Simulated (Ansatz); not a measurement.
Given:

```yaml
crystal:
  lattice:
    - [3.32621, 0.00000, 0.00000]
    - [1.66310, 2.88058, 0.00000]
    - [1.66310, -0.96019, 2.77180]
  atoms:
    - { symbol: B, position: [0.99882, 0.00059, 0.00177] }
    - { symbol: As, position: [0.50118, 0.24941, 0.74823] }
```

No spin polarisation.

The values are results of Kohn–Sham DFT with the r2SCAN functional, run in Ansatz (a program for electronic structure) with PAW and 500 eV plane waves, without spin-orbit coupling, not measurements. k-mesh 12×12×12 (Γ-centred); smearing 0.05 eV (Fermi–Dirac).

What is the computed mean in-plane stress (compression positive)?

+6.8 GPa.

What valence-band top at Γ (three highest levels, from the VBM) does the calculation give?

0.00, 0.00, -0.19 eV.

What is the computed smallest direct gap?

3.15 eV.

The cells carry an imposed strain or load. Whether these cells are dynamically stable was not tested. The cell was made from BAs in the zinc blende structure (space group F-43m, No. 216) by this change: biaxial strain −1.67 %, plane normal [111], relaxed out of plane.
